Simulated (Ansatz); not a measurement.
Start from MoSi$_{2}$ (space group I4/mmm, No. 139; a = 3.174 Å, c = 7.779 Å; relaxed with 0.1 eV smearing). Axes: x, y, z lie along a, b, c of the conventional cell.

Calculations: LDA/PAW in Ansatz (an electronic-structure program), spin-orbit coupling left out.

One thing is altered: an isotropic linear strain of +1.50 %; the atoms relax in the strained cell.

Question: Predict the stress tensor and what it implies for the stiffness.

Answer: Stress of the strained cell less that of the base (GPa, compression positive):
```
   -8.8     0.0     0.0
    0.0    -8.8     0.0
    0.0     0.0    -9.8
```

Then B = −ΔP/(ΔV/V₀) with ΔV/V₀ = 0.0457 gives secant stiffness values (nonlinear terms included at this strain): B (at held cell shape, above the free-shape value) ≈ 200 GPa.

As a check, the harmonic strain energy −½ V₀ Δσ:ε is 17 meV/atom; the computed energy rise is 18 meV/atom.

Stability against distortions was not tested. All final runs are without spin polarisation.
